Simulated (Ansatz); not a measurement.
Consider a 16-atom cell of (Ti,Nb)C started in the rock salt structure, site fractions Ti 0.125, Nb 0.875, short-range order -0.14 in the first shell of the mixed sites (0 is random, a negative value favours unlike neighbours), space group Fm-3m at the end, an ordered arrangement that its symmetry holds. Its start:

```xyz
16
Lattice="0.0000 4.4900 4.4900 4.4900 0.0000 4.4900 4.4900 4.4900 0.0000" Properties=species:S:1:pos:R:3 pbc="T T T"
Nb     0.0000     0.0000     0.0000
Nb     2.2450     2.2450     0.0000
Nb     2.2450     0.0000     2.2450
Ti     4.4900     2.2450     2.2450
Nb     0.0000     2.2450     2.2450
Nb     2.2450     4.4900     2.2450
Nb     2.2450     2.2450     4.4900
Nb     4.4900     4.4900     4.4900
C      2.2668     2.2450     2.2450
C      4.4900     4.4682     2.2450
C      4.4900     2.2450     4.4682
C      6.7350     4.4900     4.4900
C      2.2450     4.4900     4.4900
C      4.4900     6.7350     4.5118
C      4.4900     4.5118     6.7350
C      6.7132     6.7350     6.7350
```

The mixing enthalpy is taken against the end members in the rock salt type (which need not be the stable form of NbC), relaxed in the same cell and mesh.

All values below come from PBE (plane waves to 420 eV, PAW; Ansatz, an electronic-structure program). Spin–orbit coupling is left out; the runs are not spin-polarised. Its k-point mesh 5×5×5, Fermi–Dirac width 0.05 eV.

```csv
end member,weight,volume per atom (Å³)
TiC,0.125,10.17
NbC,0.875,11.28
```

Q: Predict the alloy's volume, bond lengths and mixing enthalpy.

A: 
* **volume per atom**: 11.15 Å³
* **C–Nb bonds**: 2.237 Å on average, from 2.234 to 2.255 (42)
* **C–Ti bonds**: 2.214 Å on average, from 2.214 to 2.214 (6)
* **mixing enthalpy per site of the mixed sublattice**: -10 meV
* **departure of the mean lattice parameter from Vegard's line**: under 0.15 %, inside the noise of the relaxations
